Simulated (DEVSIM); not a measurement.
System: Pt/HfO2/p-Si capacitor, at 400 K.

```tsv
layer (left to right)	material	thickness (nm)	Na (cm⁻³)
1	HfO2	27.0	-
2	Si	1100	2.8e17
```

Metal gate on the left, work function 5.6 eV. Fixed charge at the semiconductor interface 0 cm⁻² (in units of +e); interface traps 1e11 cm⁻² eV⁻¹, uniform in energy, neutral level at 0.7 of the gap above the valence band.

This is a model device: material constants are rounded textbook-type values typed into the input, and sizes, dopings and lifetimes were drawn at random. Values at 300 K; Nc and Nv go as T^1.5, mobilities as T to minus their exponent, the gap by Varshni's rule with the affinity fixed.

| parameter | HfO2 | Si |
|---|---|---|
| gap (eV) | 5.7 | 1.124 |
| affinity (eV) | 2.5 | 4.05 |
| permittivity | 22 | 11.7 |
| Nc (cm⁻³) | - | 2.86e19 |
| Nv (cm⁻³) | - | 3.1e19 |
| Varshni α (eV/K) | - | 0.000473 |
| Varshni β (K) | - | 636 |

Model (solved in DEVSIM): 1D Poisson equation in equilibrium, Boltzmann statistics, complete ionisation; no quantum confinement or tunnelling. Metal contacts follow the ideal Schottky-Mott rule: no Fermi-level pinning, no interface dipoles.

**Question.** Give the band bending (positive: bands bend down) and minority sheet density.

**Answer.** 
```json
[
 {"Vg (V)": "-0.5", "ψs (V)": "-0.172", "minority carriers (cm⁻²)": "< 1e8"},
 {"Vg (V)": "-0.2", "ψs (V)": "-0.150", "minority carriers (cm⁻²)": "< 1e8"},
 {"Vg (V)": "0.1", "ψs (V)": "-0.117", "minority carriers (cm⁻²)": "< 1e8"},
 {"Vg (V)": "0.4", "ψs (V)": "-0.065", "minority carriers (cm⁻²)": "< 1e8"},
 {"Vg (V)": "0.7", "ψs (V)": "0.034", "minority carriers (cm⁻²)": "< 1e8"},
 {"Vg (V)": "1", "ψs (V)": "0.204", "minority carriers (cm⁻²)": "< 1e8"},
 {"Vg (V)": "1.3", "ψs (V)": "0.413", "minority carriers (cm⁻²)": "< 1e8"},
 {"Vg (V)": "1.6", "ψs (V)": "0.639", "minority carriers (cm⁻²)": "2.0e9"},
 {"Vg (V)": "1.9", "ψs (V)": "0.821", "minority carriers (cm⁻²)": "3.2e11"},
 {"Vg (V)": "2.2", "ψs (V)": "0.880", "minority carriers (cm⁻²)": "1.3e12"},
 {"Vg (V)": "2.5", "ψs (V)": "0.910", "minority carriers (cm⁻²)": "2.5e12"}
]
```
